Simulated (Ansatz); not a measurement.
The reference is SrO in the rock salt structure (space group Fm-3m, No. 225; a = 5.160 Å).

Level of theory: plane-wave PAW DFT at the r2SCAN level (Ansatz, a program for electronic structure, 500 eV), without spin-orbit coupling.

One change was made to it. Results:

The band gap falls by 0.02 eV (3.80 eV → 3.78 eV); the width of the top valence band rises by 0.093 eV, from 1.08 eV to 1.18 eV; the electron mass becomes 1.2 mₑ along k, 0.39 mₑ across (at X) (base: 1.2 mₑ along k, 0.40 mₑ across (at X)); the smallest direct gap decreases by 0.06 eV to 3.82 eV.

Problem. Which change produced these results?
A. pressure 5 GPa
B. pressure 0.3 GPa
C. pressure 1.5 GPa

Solution. A, pressure 5 GPa. For comparison, the electron mass in the other runs: pressure 1.5 GPa gives 1.2 mₑ along k, 0.40 mₑ across (at X); pressure 0.3 GPa gives 1.2 mₑ along k, 0.40 mₑ across (at X).

Load acts through the strain it causes; cell and atoms are relaxed under it. Effective masses come from finite differences of ±0.01 Å⁻¹. Along k means along the line from Γ to the band edge. No phonon test of stability was made. No other phases were tried under pressure.
